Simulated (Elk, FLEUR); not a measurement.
A FLEUR input for a self-consistent single point of GaN (F-43m, 2 atoms in the cell) (DFT, PBEsol, all-electron FLAPW (FLEUR), scalar-relativistic valence):

Input of the input generator:

```
GaN
&input film=f /
-0.0000000000 4.2707810417 4.2707810417
4.2707810417 -0.0000000000 4.2707810417
4.2707810417 4.2707810417 -0.0000000000
1.0
1.0 1.0 1.0

2
31 0.0000000000 0.0000000000 0.0000000000
7 0.2500000000 0.2500000000 0.2500000000

&comp jspins=1 /
&exco xctyp='PBEs' /
&kpt div1=13 div2=13 div3=13 /
&end /
```

```xml
<?xml version="1.0" encoding="UTF-8" standalone="no"?>
<fleurInput fleurInputVersion="0.39">
   <comment>
      GaN                                                                                                 
   </comment>
   <calculationSetup>
      <cutoffs Kmax="4.7" Gmax="18.8" GmaxXC="18.8" numbands="0"/>
      <scfLoop itmax="100" minDistance="0.00001" maxIterBroyd="40" imix="Anderson" alpha="0.05" precondParam="0.0" spinf="2.0"/>
      <coreElectrons ctail="T" frcor="F" kcrel="0" coretail_lmax="0"/>
      <xcFunctional name="PBEs" relativisticCorrections="F"/>
      <magnetism jspins="1"/>
      <soc l_soc="F" theta="0.0" phi="0.0" spav="F"/>
      <expertModes spex="0" secvar="F"/>
      <geometryOptimization l_f="T" forcealpha="1.0" forcemix="BFGS" epsdisp="0.00001" epsforce="0.00001"/>
      <ldaU l_linMix="F" mixParam="0.05" spinf="1.0"/>
   </calculationSetup>
   <cell>
      <bzIntegration valenceElectrons="18.0" mode="hist" fermiSmearingEnergy="0.00036749">
         <kPointListSelection listName="default-1"/>
         <!-- k-points included here -->
         <xi:include xmlns:xi="http://www.w3.org/2001/XInclude" href="kpts.xml"> </xi:include>
      </bzIntegration>
      <!-- symmetry operations included here -->
      <xi:include xmlns:xi="http://www.w3.org/2001/XInclude" href="sym.xml"> </xi:include>
      <bulkLattice scale="1.0">
         <bravaisMatrix>
            <row-1>    0.0000000000000000     4.2707810417000003     4.2707810417000003</row-1>
            <row-2>    4.2707810417000003     0.0000000000000000     4.2707810417000003</row-2>
            <row-3>    4.2707810417000003     4.2707810417000003     0.0000000000000000</row-3>
         </bravaisMatrix>
      </bulkLattice>
   </cell>
   <atomSpecies>
      <species name="Gallium (Ga)" element="Ga" atomicNumber="31">
         <mtSphere radius="2.20" gridPoints="761" logIncrement="0.016"/>
         <atomicCutoffs lmax="8" lnonsphr="6"/>
         <electronConfig flipSpins="F">
            <coreConfig>(1s1/2) (2s1/2) (2p1/2) (2p3/2) (3s1/2) (3p1/2) (3p3/2)</coreConfig>
            <valenceConfig>(4s1/2) (3d3/2) (3d5/2) (4p1/2) (4p3/2)</valenceConfig>
            <stateOccupation state="(4p1/2)" spinUp="0.1666666666667" spinDown="0.1666666666667"/>
            <stateOccupation state="(4p3/2)" spinUp="0.3333333333333" spinDown="0.3333333333333"/>
         </electronConfig>
         <energyParameters s="4" p="4" d="3" f="4"/>
      </species>
      <species name="Nitrogen (N)" element="N" atomicNumber="7">
         <mtSphere radius="1.24" gridPoints="431" logIncrement="0.024"/>
         <atomicCutoffs lmax="6" lnonsphr="4"/>
         <electronConfig flipSpins="F">
            <coreConfig>(1s1/2)</coreConfig>
            <valenceConfig>(2s1/2) (2p1/2) (2p3/2)</valenceConfig>
            <stateOccupation state="(2p1/2)" spinUp="0.5" spinDown="0.5"/>
            <stateOccupation state="(2p3/2)" spinUp="1.0" spinDown="1.0"/>
         </electronConfig>
         <energyParameters s="2" p="2" d="3" f="4"/>
      </species>
   </atomSpecies>
   <atomGroups>
      <atomGroup species="Gallium (Ga)">
         <relPos label="                   1">.0000000000 .0000000000 .0000000000</relPos>
         <force calculate="T" relaxXYZ="TTT"/>
      </atomGroup>
      <atomGroup species="Nitrogen (N)">
         <relPos label="                   2">1.000/4.000 1.000/4.000 1.000/4.000</relPos>
         <force calculate="T" relaxXYZ="TTT"/>
      </atomGroup>
   </atomGroups>
   <output dos="F" band="F" slice="F">
      <checks vchk="F" cdinf="F"/>
      <bandDOS minEnergy="-.5*Htr" maxEnergy="0.5*Htr" sigma="0.015" storeEVData="T"/>
      <vacuumDOS vacdos="F" integ="F" star="F" nstars="0" locx1="0.0" locy1="0.0" locx2="0.0" locy2="0.0" nstm="0" tworkf="0.0"/>
      <unfoldingBand unfoldBand="F" supercellX="1" supercellY="1" supercellZ="1"/>
      <plotting iplot="0" polar="F">
         <plot TwoD="T" vec1="  1.0  0.0  0.0" vec2="  0.0  1.0  0.0" vec3="  0.0  0.0  1.0" zero="  0.0  0.0  0.0" file="plot"/>
      </plotting>
      <chargeDensitySlicing numkpt="0" minEigenval="0.0" maxEigenval="0.0" nnne="0" pallst="F"/>
      <specialOutput eonly="F"/>
      <magneticCircularDichroism mcd="F" energyLo="-10.0" energyUp="0.0"/>
   </output>
  <!-- We include the file relax.xml here to enable relaxations (see documentation) -->
  <xi:include xmlns:xi="http://www.w3.org/2001/XInclude" href="relax.xml"> <xi:fallback/> </xi:include>
</fleurInput>
```

Task: Give the Elk input for the same structure, mesh, smearing and functional.

Result: One input that does it (others would too):

```
tasks
  0

xctype
  22

rgkmax
  8.0

gmaxvr
  16.0

nxlo
  2

lorbcnd
  .true.

rmtscf
  0.82

lmaxi
  2

stype
  3

swidth
  0.000367493

avec
    0.0000000000    4.2707810417    4.2707810417
    4.2707810417    0.0000000000    4.2707810417
    4.2707810417    4.2707810417    0.0000000000

atoms
  2   : nspecies
  'Ga.in'   : spfname
  1   : natoms; atposl, bfcmt below
  0.0000000000  0.0000000000  0.0000000000    0.0 0.0 0.0
  'N.in'   : spfname
  1   : natoms; atposl, bfcmt below
  0.2500000000  0.2500000000  0.2500000000    0.0 0.0 0.0

ngridk
  13 13 13
```

Basis settings and potentials, where a program has them, do not carry over. This input uses DFT, PBEsol, all-electron FP-LAPW, Elk's shipped species files, APW+lo basis with extra local orbitals.

The starting cell has typed, rounded lattice constants, without a prior relaxation at this level.
